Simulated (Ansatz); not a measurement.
Start from AlN in the wurtzite structure (space group P6_3mc, No. 186; a = 3.107 Å, c = 4.978 Å).

The values are results of Ansatz (a first-principles code) r2SCAN, without spin-orbit coupling, earlier PAW set, not measurements.

Base values:

The pressure comes out as 0.01 GPa.

Now apply this change: every lattice vector is shortened by 3.19 %, atoms relaxed at fixed cell.

### Question
Predict the new pressure and electron mass.

### Answer
The pressure (mean of the normal stresses, compression positive) rises by 24.69 GPa to 24.70 GPa; the electron mass amounts to 0.38 mₑ along c, 0.61 mₑ across (at K).

The levels and masses belong to the bands next to the band gap. The cells carry an imposed strain or load. Effective masses come from finite differences of ±0.01 Å⁻¹. Stability against distortions was not tested.
